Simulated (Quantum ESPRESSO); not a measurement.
## Several settings converged on KTlO2 (R3m, 4 atoms in the cell)

```
KTlO2
1.0
    1.71813    -0.99196     6.07173
    0.00000     1.98392     6.07173
   -1.71813    -0.99196     6.07173
K Tl O
1 1 2
Direct
  0.50274   0.50274   0.50274
  0.00000   0.00000   0.00000
  0.73208   0.73208   0.73208
  0.26792   0.26792   0.26792
```

Base method: LDA (PZ), GBRV 1.5 ultrasoft (LDA) pseudopotentials (plane waves; Quantum ESPRESSO).

Base settings: ecutwfc = 40 Ry; ecutrho = 200 Ry; occupations = smearing; smearing = fd; degauss = 0.00147 Ry; potentials = {K: k_lda_v1.4.uspp.F.UPF, Tl: tl_lda_v1.2.uspp.F.UPF, O: o_lda_v1.2.uspp.F.UPF}; K_POINTS = automatic 5 5 5 0 0 0; conv_thr = 1e-10 Ry; mixing_beta = 0.3.

The count of work is k-points × plane waves × bands × iterations; it is no time. 

**The k-point mesh**

The second cell is the first with its lattice scaled by 0.98.

Only quantities that move along the ladder and can be compared are tabulated.

| K_POINTS | free energy less the last step's (meV/atom) | energy of the compressed cell less the first (meV/atom) | pressure (GPa) | largest difference of a force vector from the last step's (eV/Å) | gap on the mesh (eV) | count of work / last |
|---|---|---|---|---|---|---|
| automatic 2 2 2 0 0 0 | 123.02 | 4.02 | -3.86 | 0.236 | 0.764 | 0.014 |
| automatic 3 3 3 0 0 0 | 14.95 | 1.55 | -4.31 | 0.032 | 0.909 | 0.019 |
| automatic 4 4 4 0 0 0 | 2.83 | 0.88 | -4.39 | 0.004 | 0.900 | 0.048 |
| automatic 5 5 5 0 0 0 | 0.61 | 1.02 | -4.40 | 0.000 | 0.915 | 0.062 |
| automatic 7 7 7 0 0 0 | 0.06 | 0.92 | -4.40 | 0.000 | 0.912 | 0.15 |
| automatic 9 9 9 0 0 0 | 0.01 | 0.93 | -4.40 | 0.000 | 0.910 | 0.33 |
| automatic 11 11 11 0 0 0 | 0.02 | 0.93 | -4.40 | 0.000 | 0.908 | 0.57 |
| automatic 13 13 13 0 0 0 | 0.01 | 0.94 | -4.40 | 0.000 | 0.908 | 0.80 |
| automatic 14 14 14 0 0 0 | 0.00 | 0.94 | -4.40 | 0.000 | 0.906 | 1.0 |

Coarsest K_POINTS that holds the forces within 0.005 eV/Å of the last step, with all finer ones: automatic 4 4 4 0 0 0, at 0.048 of the last step's count of work; the step before is off by 0.032 eV/Å.

Coarsest K_POINTS that holds the energy of the compressed cell less the first within 0.5 meV/atom of the last step, with all finer ones: automatic 4 4 4 0 0 0, at 0.048 of the last step's count of work; the step before is off by 0.61 meV/atom.

The energy difference between the two cells stays within 1 meV/atom of the last step's from automatic 3 3 3 0 0 0 on, the total only from automatic 5 5 5 0 0 0 on: much of the error is common to both cells and cancels.

The gap on the mesh jumps up and down from mesh to mesh; it is no smooth measure of convergence.

**Shifted k-point meshes**

Only quantities that move along the ladder and can be compared are tabulated.

```csv
K_POINTS,free energy less the last step's (meV/atom),pressure (GPa),largest difference of a force vector from the last step's (eV/Å),count of work / last
automatic 2 2 2 1 1 1,114.37,-3.82,0.243,0.0033
automatic 4 4 4 1 1 1,2.67,-4.38,0.004,0.018
automatic 6 6 6 1 1 1,0.14,-4.40,0.000,0.049
automatic 8 8 8 1 1 1,-0.01,-4.40,0.000,0.11
automatic 10 10 10 1 1 1,0.00,-4.40,0.000,0.20
automatic 12 12 12 1 1 1,-0.01,-4.40,0.000,0.32
automatic 18 18 18 1 1 1,0.00,-4.40,0.000,1.0
```

Coarsest K_POINTS that holds the forces within 0.005 eV/Å of the last step, with all finer ones: automatic 4 4 4 1 1 1, at 0.018 of the last step's count of work; the step before is off by 0.24 eV/Å.

Coarsest K_POINTS that holds the pressure within 0.2 GPa of the last step, with all finer ones: automatic 4 4 4 1 1 1, at 0.018 of the last step's count of work; the step before is off by 0.58 GPa.

Coarsest K_POINTS that holds the free energy within 0.5 meV/atom of the last step, with all finer ones: automatic 6 6 6 1 1 1, at 0.049 of the last step's count of work; the step before is off by 2.7 meV/atom.

**The width of Fermi-Dirac smearing**

The mesh stays at the base's, so the ladder's end is converged at best in this setting alone.

Only quantities that move along the ladder and can be compared are tabulated.

| degauss | free energy less the last step's (meV/atom) | pressure (GPa) | largest difference of a force vector from the last step's (eV/Å) |
|---|---|---|---|
| 0.073499 Ry | -285.12 | 3.19 | 0.678 |
| 0.036749 Ry | -33.79 | -2.86 | 0.111 |
| 0.0147 Ry | -1.29 | -4.29 | 0.002 |
| 0.0073499 Ry | 0.00 | -4.39 | 0.000 |

Widest degauss that holds the free energy within 5 meV/atom of the last step, with all finer ones: 0.0147 Ry; the step before is off by 34 meV/atom.

Widest degauss that holds the forces within 0.005 eV/Å of the last step, with all finer ones: 0.0147 Ry; the step before is off by 0.11 eV/Å.

Widest degauss that holds the pressure within 0.5 GPa of the last step, with all finer ones: 0.0147 Ry; the step before is off by 1.5 GPa.

On the base run: the starting cell comes from a database of computed structures (which also holds hypothetical and non-ambient phases and stackings), without a prior relaxation at this level. Its lattice was rescaled by up to half a per cent. One atom was moved a little off its site on purpose. Spin-orbit coupling is off. In the base run, with a pressure of about -4 GPa the cell is away from its equilibrium volume at this level.
